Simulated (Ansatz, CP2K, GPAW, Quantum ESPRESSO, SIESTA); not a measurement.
# One structure in several programs: ScGaCu (P-1, 6 atoms in the cell)

Self-consistent single point.

```xyz
6
Lattice="4.1501 0.0000 0.0000 2.0745 4.8563 0.0000 2.0686 -0.5607 4.9005" Properties=species:S:1:pos:R:3 pbc="T T T"
Sc     6.2170     3.3865     3.4678
Sc     2.0762     0.9091     1.4327
Ga     2.0722     3.7375     0.5847
Ga     6.2209     0.5580     4.3158
Cu     4.1474     2.8530     1.4344
Cu     4.1457     1.4426     3.4661
```

Shared settings, as Ansatz (a quantum-chemistry and plane-wave program) writes them: kpoints.mp_grid.grid = 5 3 3; scf.occupations.method = fermi_dirac; scf.occupations.width = 0.136 eV. Potentials and cutoffs stand in the table.

```csv
code,model,pressure (GPa),largest force (eV/Å),cutoff
GPAW,"LDA (Perdew-Wang 92), GPAW PAW datasets LDA (gpaw-data 1.0.1)",-5.40,0.111,850 eV
Ansatz,"LDA (PW92), PAW files made with PBE",-6.10,0.088,default
SIESTA,"LDA PW92, numerical atomic orbitals DZP, PseudoDojo LDA standard norm-conserving potentials (rewritten from UPF to PSML)",-7.75,0.190,grid 350 Ry
CP2K,"LDA (Pade form), GPW, DZVP-MOLOPT-SR-GTH basis, GTH-PADE potentials (GTH_POTENTIALS)",-5.40,0.066,grid 600 Ry
Quantum ESPRESSO,"LDA (PZ), PSlibrary PAW (LDA) pseudopotentials",-6.32,0.083,70 Ry
```

Size of the force on each atom (eV/Å): Sizes of forces hide their directions.

| code | Sc1 | Sc2 | Ga3 | Ga4 | Cu5 | Cu6 |
|---|---|---|---|---|---|---|
| GPAW | 0.086 | 0.086 | 0.111 | 0.111 | 0.086 | 0.086 |
| Ansatz | 0.080 | 0.080 | 0.088 | 0.088 | 0.054 | 0.054 |
| SIESTA | 0.122 | 0.122 | 0.190 | 0.190 | 0.164 | 0.164 |
| CP2K | 0.066 | 0.066 | 0.042 | 0.042 | 0.051 | 0.051 |
| Quantum ESPRESSO | 0.080 | 0.080 | 0.083 | 0.083 | 0.058 | 0.058 |

On Ansatz's run: spin polarisation is off.

The spread over the programs that give each value: pressure within 2.35 GPa; largest force within 0.124 eV/Å.

SIESTA and CP2K use small atom-centred bases, whose incompleteness enters pressures, forces and empty levels differently from a plane-wave cutoff. Ansatz's pressure is given at a fixed set of plane waves, as the other plane-wave codes print theirs; with its correction for the finite basis it is -6.06 GPa. The same LDA comes in different parametrisations, which differ slightly. In the pressure, SIESTA (by 1.65) lies more than 1 GPa from the median of the plane-wave programs. In the force vectors, SIESTA (by 0.118) lies more than 0.08 eV/Å from the median of the plane-wave programs.

The shared mesh is coarse (it stands for a supercell whose shortest vector is 16 Å), so the values are not converged in it.

The starting cell comes from a database of computed structures (which also holds hypothetical and non-ambient phases and stackings), without a prior relaxation at this level.

Left out of this page: FLEUR (with a known weakness of the program).

Keys are those of Ansatz 0.2.
